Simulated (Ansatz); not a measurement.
The reference is TaRu (space group P4/mmm, No. 123; a = 3.0254 Å, c = 3.3854 Å; relaxed with 0.1 eV smearing). Axes: x, y, z lie along a, b, c of the conventional cell.

Method: PBEsol/PAW in Ansatz (a program for electronic structure), scalar-relativistic without spin-orbit coupling.

Before the change:

| Quantity | Result |
|---|---|
| Shortest interatomic distance | 2.728 Å |
| Pressure | 0.0 GPa |

Now apply this change: the symmetric strain tensor [-0.0004 0.0137 -0.0096; 0.0137 -0.0080 0.0027; -0.0096 0.0027 0.0119], atoms relaxed at fixed cell.

Problem. Estimate the effect on the energy relative to the base, shortest interatomic distance and pressure.

Solution. The energy rises by 5.4 meV/atom; the shortest interatomic distance falls by 0.040 Å to 2.688 Å; the pressure (mean of the normal stresses, compression positive) goes from zero to -0.7 GPa.

No phonon test of stability was made. The final runs are not spin-polarised.
